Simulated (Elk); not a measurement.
Band structure of CuNi₃N (Pm-3m, 5 atoms in the cell).

```yaml
crystal:
  lattice:
    - [3.70213, 0.00000, 0.00000]
    - [0.00000, 3.70213, 0.00000]
    - [0.00000, 0.00000, 3.70213]
  atoms:
    - { symbol: Cu, position: [0.00000, 0.00000, 0.00000] }
    - { symbol: Ni, position: [0.00000, 0.50000, 0.50000], spin: 2.0 }
    - { symbol: Ni, position: [0.50000, 0.00000, 0.50000], spin: 2.0 }
    - { symbol: Ni, position: [0.50000, 0.50000, 0.00000], spin: 2.0 }
    - { symbol: N, position: [0.50000, 0.50000, 0.50000] }
```
(The spins are starting values, not results.)

Method: LDA (PW92), all-electron FP-LAPW, Elk's shipped species files, APW+lo basis with extra local orbitals in Elk.

Settings: xctype = 3; spinpol = true; rgkmax = 8; stype = 3; swidth = 0.00367493 Ha; ngridk = 9 9 9; reducebf = 0.5; gmaxvr = 16 1/bohr; nxlo = 2; lorbcnd = true; lmaxi = 2; nempty = 8 per atom; bfcmt = [[0.0, 0.0, 0.0], [0.0, 0.0, -0.5], [0.0, 0.0, -0.5], [0.0, 0.0, -0.5], [0.0, 0.0, 0.0]].

The starting cell comes from a database of computed structures (which also holds hypothetical and non-ambient phases and stackings), without a prior relaxation at this level. The starting moments vanished: the run ended non-magnetic, which need not be the lowest state. Values depend on the basis (sphere radii, cutoffs, local orbitals), which need not be converged.

Levels in eV from the Fermi level, bands 33 to 40 of the first spin channel:
```json
[
 {"point": "Γ", "33": "-0.49", "34": "-0.49", "35": "-0.49", "36": "-0.28", "37": "2.02", "38": "4.84", "39": "4.84", "40": "4.84"},
 {"point": "X", "33": "-0.60", "34": "-0.50", "35": "-0.46", "36": "-0.46", "37": "2.31", "38": "3.05", "39": "6.34", "40": "6.34"},
 {"point": "M", "33": "-0.83", "34": "0.06", "35": "0.06", "36": "0.27", "37": "0.53", "38": "4.74", "39": "4.74", "40": "5.15"},
 {"point": "R", "33": "-0.53", "34": "-0.51", "35": "-0.51", "36": "-0.51", "37": "1.55", "38": "1.55", "39": "1.55", "40": "4.21"}
]
```

Bands cross the Fermi level along this path, so the cell is metallic at this level.

The net moment of the cell came out as 0.00 μB.
